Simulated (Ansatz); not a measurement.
## PtSe2 (model structure, started from the rutile type, P4₂/mnm, No. 136, 6 atoms in the cell): properties by level of theory

| level (code) | equilibrium lattice constant a (Å) | c axis length (Å) |
|---|---|---|
| PBE (Ansatz) | 5.782 | ___ |
| PBEsol (Ansatz) | 5.678 | 3.986 |
| PBE-D3(BJ) (Ansatz) | 5.688 | ___ |

### Question
Fill in the missing entries.

### Answer

- PBE (Ansatz, a first-principles code), c axis length (Å): 4.023
- PBE-D3(BJ) (Ansatz), c axis length (Å): 4.010

Ansatz's density-functional and Hartree–Fock values are scalar-relativistic unless marked +SOC, with PAW data made under PBE.

A model structure was made by putting elements into a prototype or built by hand; it is no filed structure, need not be a known phase, and can be a saddle point held by its symmetry.
